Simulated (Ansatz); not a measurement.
**Ir, pressure series**

Consider Ir in the fcc (Cu type) structure (space group Fm-3m, No. 225; a = 3.830 Å).

Cell and atoms are relaxed at each pressure.

Method: PBEsol in Ansatz (plane waves to 420 eV, PAW, spin-orbit coupling left out).

```tsv
P (GPa)	V (Å³/atom)
-2.01	14.125
-1.01	14.088
0.89	14.018
2.09	13.976
4.51	13.892
9.01	13.744
15.00	13.561
22.50	13.349
30.00	13.156
```

A third-order Birch–Murnaghan fit to these points gives V₀ = 14.05 Å³/atom, B₀ = 387 GPa and B₀′ = 5.0. At pressure 30 GPa the volume is 93.6 % of V₀.

Measured bulk modulus of Ir: 365 GPa (static lattice; corrected from measurement; as listed in H. Levämäki et al., Physical Review B (2014)); the computed value is 6 % above it.

Load acts through the strain it causes; cell and atoms are relaxed under it. No phonon test of stability was made. Competing high-pressure phases were not computed. The final runs are not spin-polarised.

Ansatz is a first-principles code.
